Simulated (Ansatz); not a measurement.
System: SrAlHO₂ (model structure, started from the SrVO2H type, P4/mmm, No. 123, 5 atoms in the cell). Method: PBE (PAW; Ansatz, a program for electronic structure).

Run with plane-wave cutoff 520 eV, 10×10×10 k mesh, Fermi–Dirac smearing 0.01 eV, scalar-relativistic PAW data made under PBE.

Cell (relaxed with PBEsol):

```
CELL_PARAMETERS angstrom
      3.77387     0.00000     0.00000
      0.00000     3.77387     0.00000
      0.00000     0.00000     3.65787
ATOMIC_POSITIONS crystal
  Sr 0.50000 0.50000 0.50000
  Al 0.00000 0.00000 0.00000
  O  0.50000 0.00000 0.00000
  O  0.00000 0.50000 0.00000
  H  0.00000 0.00000 0.50000
```

**Question.** Give the computed band gap, smallest direct gap on the k points sampled and Γ–Γ gap.

**Answer.** 
band gap: 3.53 eV
smallest direct gap on the k points sampled: 3.79 eV
Γ–Γ gap: 6.08 eV

Note: the relaxation could raise the start's symmetry but not lower it, so the cell can be a saddle point; cell and atoms aren't relaxed at this level (pressure 4.8 GPa).

Spin–orbit coupling is not included.

The computed numbers hold no vibrational or temperature effects.

Computing time: around 8 core-seconds (rough).

A model structure was made by putting elements into a prototype or built by hand; it is no filed structure, need not be a known phase, and can be a saddle point held by its symmetry.
